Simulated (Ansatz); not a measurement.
Ansatz (an electronic-structure program), DFT, PBE, plane waves, its default PAW files: fcc Cu, atoms displaced, 4 atoms. Basis and mesh were picked for this test and aren't claimed converged.

```
Property                                                Result
-----------------------------  -------------------------------
cell                           3.62, 3.62, 3.62 Å; 90, 90, 90°
distance to the nearest atom                    2.51 to 2.53 Å
task                                              single point
k mesh                                                10×10×10
hamiltonian.xc                                             pbe
kind of files                                              paw
scf.occupations.method                             fermi_dirac
scf.occupations.width                                   0.1 eV
output.forces                                             true
memory maximum (--max-ram)                              200GiB
accuracy                                      medium (default)
basis.precision                                 auto (default)
basis.xc_grid                                      2 (default)
scf.eigensolver.kind                            auto (default)
scf.mixing.algorithm                            auto (default)
scf.mixing.preconditioner                       auto (default)
scf.convergence.dr2_threshold                  1e-07 (default)
scf.lower_state_search                         light (default)
k-points after symmetry                                    504
bands at the start                                          43
electrons                                                   76
plane waves at Γ                                           925
cutoff (eV)                                                420
FFT grid                                              25×25×25
symmetry operations                                          1
```

Hardware: Arm Neoverse V2, 96 cores on 1 socket, no SMT, 1 L3 cache group; 94 cores' worth of CPU time may be used.

Wall times, medians of two to five repeats, each run alone on the node (launch to exit). Processes are pinned to neighbouring cores unless said otherwise. The times hold for this build (release build for Arm (Neoverse V2), one process with threads). Scratch files lie in a memory file system.

First run (88 threads, --kpoint-pools auto (default), --slots auto (default)):

```
── phase timings ───────────────────────
phase                  total
diag                  0.867s
density               0.197s
complement_search     0.041s
forces                0.025s
potential             0.018s
mixing                0.013s
fermi                 0.011s
energy                0.004s
xc_out                0.002s
energy_assemble       0.001s
paw_out               0.001s
hubbard               0.000s
efg                   0.000s
work_function         0.000s
charged_cell          0.000s
Σ                     1.179s
```

Second run:

```
── phase timings ───────────────────────
phase                  total
diag                  1.872s
complement_search     0.226s
density               0.213s
forces                0.077s
potential             0.017s
mixing                0.013s
fermi                 0.011s
energy                0.004s
xc_out                0.002s
energy_assemble       0.001s
paw_out               0.001s
hubbard               0.000s
efg                   0.000s
work_function         0.000s
charged_cell          0.000s
Σ                     2.437s
```

Both blocks come from the same system on the same machine. Which change was made from the first run to the second?
A) --kpoint-pools 1, --slots 1
B) --kpoint-pools 1, --slots 24
C) --kpoint-pools 1, --slots 12
D) --kpoint-pools 1, --slots 4

C, --kpoint-pools 1, --slots 12. The largest move is in band solves (diag): 0.87 s to 1.9 s. The band solves carry the change: the iterations make 284791 against 284791 applications of H to a band, at 0.003 against 0.0066 ms of diag time each. As resolved by the program: eigensolver slots 88 against 12. The other changes gave 5.3 s (--kpoint-pools 1, --slots 4), 29 s (--kpoint-pools 1, --slots 1), 1.9 s (--kpoint-pools 1, --slots 24), against 2.8 s here and 1.6 s at first.

Keys are those of Ansatz 0.2.
